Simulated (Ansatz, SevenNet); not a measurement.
For cubic perovskite BaHfO₃, the machine-learned potential SevenNet-0 (trained on PBE and PBE+U data) gives:

| Property | Value |
|---|---|
| equilibrium lattice constant a | 4.201 Å |
| bulk modulus B0 | 162 GPa |
| elastic constant C11 | 308 GPa |
| elastic constant C44 | 91.7 GPa |
| Voigt–Reuss–Hill shear modulus | 98.2 GPa |

Q: What does HSE06 (Ansatz, a first-principles code, PAW) give for the same quantities?

A: 
- lattice constant a: 4.175 Å (shrinks by 0.6 %)
- bulk modulus: 170 GPa (increases by 4.9 %)
- elastic constant C11: 338 GPa (rises by 9.7 %)
- elastic constant C44: 98.5 GPa (increases by 7.4 %)
- Voigt–Reuss–Hill shear modulus: 109 GPa (rises by 11 %)

For comparison: lattice constant a 4.171 Å (measured, room temperature, not corrected to a static lattice, our sources range from 4.171 to 4.180; as tabulated in Zhao et al. (2008), arXiv:0809.3506).

Changes are worked out from the printed values.

Unless a cell is named, each level is at its own relaxed cell (SevenNet-0 14.83, HSE06 14.55 Å³/atom).

Levels without +SOC leave out spin–orbit coupling, which shifts energies and cells of such heavy elements.

Ansatz's density-functional and Hartree–Fock values are scalar-relativistic unless marked +SOC, with PAW data made under PBE.
